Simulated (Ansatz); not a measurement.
Base system: GaN in the zinc blende structure (space group F-43m, No. 216; a = 4.498 Å). Axes: x, y, z lie along the cube axes.

Calculations: r2SCAN (Ansatz, a program for electronic structure; PAW; 500 eV plane waves; scalar-relativistic without spin-orbit coupling), earlier PAW set.

Strains are applied to the cell and any free atomic positions relax; under biaxial strain the out-of-plane vector relaxes too.

One change was made to it. Results:

The band gap increases by 0.07 eV, from 2.17 eV to 2.24 eV; the energy goes up by 3.4 meV/atom.

**Question.** Name the change that was made.
(A) biaxial strain −1.01 %, plane normal [111], relaxed out of plane
(B) strain tensor (xx, yy, zz, yz, xz, xy) = (+1.25, +0.78, −0.36, −0.16, −0.86, −0.28) %
(C) uniaxial strain ε_yy = −4.17 %

**Answer.** A, biaxial strain −1.01 %, plane normal [111], relaxed out of plane. For comparison, the band gap in the other runs: uniaxial strain ε_yy = −4.17 % gives 2.33 eV; strain tensor (xx, yy, zz, yz, xz, xy) = (+1.25, +0.78, −0.36, −0.16, −0.86, −0.28) % gives 1.98 eV.

Whether these cells are dynamically stable was not tested. This is not the structure that GaN has at room temperature and ambient pressure.
